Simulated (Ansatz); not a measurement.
MgZrO3 (model structure, started from the LiNbO3 type, R3c, No. 161, 10 atoms in the cell), treated with PBEsol (Ansatz, a first-principles code, PAW).

Run with plane-wave cutoff 520 eV, 8×8×8 k mesh, Fermi–Dirac smearing 0.01 eV, scalar-relativistic PAW data made under PBE.

Cell (relaxed with PBEsol):

```cif
data_Mg6O18Zr6
_chemical_formula_sum 'Mg6 Zr6 O18'
_space_group_name_H-M_alt 'R3c :H'
_space_group_IT_number 161
_space_group_name_Hall 'R 3 -2"c'
_cell_length_a 5.28278
_cell_length_b 5.28278
_cell_length_c 14.19208
_cell_angle_alpha 90.000
_cell_angle_beta 90.000
_cell_angle_gamma 120.000
loop_
_atom_site_label
_atom_site_type_symbol
_atom_site_symmetry_multiplicity
_atom_site_Wyckoff_symbol
_atom_site_fract_x
_atom_site_fract_y
_atom_site_fract_z
_atom_site_occupancy
Mg1 Mg 6 a 0.00000 0.00000 0.19623 1
Zr1 Zr 6 a 0.00000 0.00000 0.48401 1
O1 O 18 b 0.03057 0.36760 0.25649 1
```
(The calculation used a cell of 10 atoms; values per cell refer to that cell.)

Task: Give the computed band gap, smallest direct gap on the k points sampled and direct gap at Γ.

Result: 
- band gap = 4.77 eV
- smallest direct gap on the k points sampled = 4.78 eV
- direct gap at Γ = 5.13 eV

Note: the relaxation could raise the start's symmetry but not lower it, so the cell can be a saddle point.

Spin–orbit coupling is not included.

It cost very roughly 60 core-seconds of CPU time.

A model structure was made by putting elements into a prototype or built by hand; it is no filed structure, need not be a known phase, and can be a saddle point held by its symmetry.
